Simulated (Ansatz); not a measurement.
## SiC (model structure, started from the CsCl type, Pm-3m, No. 221, 2 atoms in the cell)

These are r²SCAN (Ansatz, a first-principles code, plane waves, PAW) values and carry that method's errors.

Numerical settings: plane-wave cutoff 500 eV, 16×16×16 k mesh, Fermi–Dirac smearing 0.05 eV, scalar-relativistic PAW data made under PBE.

Cell (relaxed at this level):

```cif
data_CSi
_chemical_formula_sum 'Si1 C1'
_space_group_name_H-M_alt 'Pm-3m'
_space_group_IT_number 221
_space_group_name_Hall '-P 4 2 3'
_cell_length_a 2.61933
_cell_length_b 2.61933
_cell_length_c 2.61933
_cell_angle_alpha 90.000
_cell_angle_beta 90.000
_cell_angle_gamma 90.000
loop_
_atom_site_label
_atom_site_type_symbol
_atom_site_symmetry_multiplicity
_atom_site_Wyckoff_symbol
_atom_site_fract_x
_atom_site_fract_y
_atom_site_fract_z
_atom_site_occupancy
Si1 Si 1 a 0.00000 0.00000 0.00000 1
C1 C 1 b 0.50000 0.50000 0.50000 1
```

```yaml
band_gap: none
```

Note: the relaxation could raise the start's symmetry but not lower it, so the cell can be a saddle point.

Static lattice: no zero-point or thermal effects.

Cost on a shared machine: roughly 30 core-seconds.

A model structure was made by putting elements into a prototype or built by hand; it is no filed structure, need not be a known phase, and can be a saddle point held by its symmetry.
